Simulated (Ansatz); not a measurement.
# Si: isotropic strain −1.00 %

The reference is Si in the diamond structure (space group Fd-3m, No. 227; a = 5.4703 Å).

Perturbation: an isotropic linear strain of −1.00 %, atoms relaxed at fixed cell.

Level of theory: PBE (Ansatz, a quantum-chemistry and plane-wave program), no SOC. Γ-centred 10×10×10 mesh, Fermi–Dirac width 0.05 eV.

| quantity | base | changed | shift |
|---|---|---|---|
| volume per atom | 20.46 Å³ | 19.85 Å³ | -0.61 Å³ |
| space group | Fd-3m (No. 227) | Fd-3m (No. 227) | – |
| shortest interatomic distance | 2.369 Å | 2.345 Å | -0.024 Å |
| energy relative to the base (free energy F) | 0 meV/atom | +5.3 meV/atom | +5.3 meV/atom |
| band gap | 0.61 eV | 0.56 eV | -0.055 eV |
| gap character | indirect, Γ → Γ–X (87 % along) | indirect, Γ → Γ–X (87 % along) | – |
| smallest direct gap | 2.55 eV | 2.56 eV | +0.01 eV |
| mean gap deformation potential ΔEg/Δln V | – | +1.8 eV | – |
| width of the top valence band | 3.76 eV | 3.89 eV | +0.13 eV |
| electron mass | 0.94 mₑ along k, 0.20 mₑ across (off the special points) | 0.94 mₑ along k, 0.19 mₑ across (off the special points) | – |
| hole mass (degenerate bands, along [100]) | 0.16, 0.27, 0.27 mₑ (at Γ) | 0.17, 0.26, 0.26 mₑ (at Γ) | – |
| valley order (the lowest conduction-band minima on the path, energy above the VBM, named in the base's zone) | a point along ⟨100⟩, about 1.0 Å⁻¹ from Γ 0.61 eV; L along ⟨111⟩ 1.46 eV | a point along ⟨100⟩, about 1.0 Å⁻¹ from Γ 0.56 eV; L along ⟨111⟩ 1.57 eV | – |

Masses are band curvatures over ±0.01 Å⁻¹ around the edge. Along k means along the line from Γ to the band edge. Gaps are read on the SCF mesh and a high-symmetry path. Whether these cells are dynamically stable was not tested.
